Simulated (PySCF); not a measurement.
PySCF 2.14.0, PBE/def2-tzvp, df: Hf(F)2(SH)2 ([F][Hf]([F])([SH])[SH]), 7 atoms. The geometry is a generated start, not checked to be a minimum at this level.

* **task**: energy
* **method**: pbe
* **basis**: def2-tzvp
* **two-electron scheme**: density fitting
* **mol.max_memory**: 3000 MB
* **mf.max_cycle**: 100
* **mf.conv_tol**: 1e-09 (default)
* **mf.grids.level**: 3 (default)
* **effective core potentials**: those of the basis set, past Kr
* **basis functions**: 188
* **grid points**: 109696

```xyz
7

Hf    -0.4763     0.0911    -0.2029
F      0.9944    -0.8595    -0.9128
F      0.4463     0.5156     1.3969
S     -0.0216     2.2064    -1.3511
H      1.1787     2.0020    -0.7723
S     -1.6730    -1.8540     0.6803
H     -0.4485    -2.1015     1.1619
```

Charge 0 and multiplicity 1 are set for this test and not shown to be the ground state.

With the defaults (mf.DIIS = CDIIS, mf.diis = true, mf.level_shift = 0, mf.damp = 0, mf.diis_start_cycle = 1, mf.init_guess = minao, mf.diis_space = 8) it converges in 14 Fock builds. One run each on 2 threads, 1 BLAS thread, with these changes:
- mf.diis = false
- mf.DIIS = EDIIS
- mf.damp = 0.7, mf.diis_start_cycle = 8
- mf.level_shift = 0.3 Hartree
- mf.init_guess = mod_huckel
- mf.init_guess = atom
- mf.init_guess = 1e
- mf.diis_space = 12
- mf.DIIS = ADIIS

### Question
Name the settings that don't reach the solution of the defaults.

### Answer
No convergence: mf.DIIS = EDIIS; mf.diis = false (the run ends without SCF convergence in 100 cycles). The rest reach the solution of the defaults.

| setting | Fock builds | end |
|---|---|---|
| the defaults | 14 | same solution |
| mf.diis_space = 12 | 14 | same solution |
| mf.init_guess = atom | 14 | same solution |
| mf.damp = 0.7, mf.diis_start_cycle = 8 | 15 | same solution |
| mf.init_guess = mod_huckel | 18 | same solution |
| mf.level_shift = 0.3 Hartree | 20 | same solution |
| mf.init_guess = 1e | 22 | same solution |
| mf.DIIS = ADIIS | 32 | same solution |
| mf.DIIS = EDIIS | 101 | no convergence |
| mf.diis = false | 101 | no convergence |
